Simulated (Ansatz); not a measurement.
# PdIn (Pm-3m): band-structure transport figures

Data:

```yaml
crystal:
  lattice:
    - [3.24693, 0.00000, 0.00000]
    - [0.00000, 3.24693, 0.00000]
    - [0.00000, 0.00000, 3.24693]
  atoms:
    - { symbol: In, position: [0.00000, 0.00000, 0.00000] }
    - { symbol: Pd, position: [0.50000, 0.50000, 0.50000] }
```

These are PBEsol with spin-orbit coupling, rigid bands (plane waves, PAW; Ansatz, an electronic-structure program) values and carry that method's errors. Condition of this run: spin-orbit coupling switched on. Cell: cell and atoms relaxed with PBEsol.

The density of states at the Fermi level is 0.682 states/(eV·cell), both spins and the bare Sommerfeld coefficient comes out as 0.80 mJ/(mol of atoms·K²). The drude plasma energy is 7.8 eV. The root-mean-square Fermi velocity comes out as 1.1e6 m/s. The resistivity times τ comes out as 8.1 ×10⁻²² Ω·m·s.

A metal at this level (no band gap); rigid bands, thermally averaged at 300 K, both spins. τ is one relaxation time for all states.

Computed structure with no diffraction record at hand here (it may be known, metastable or hypothetical): PdIn (Pm-3m).
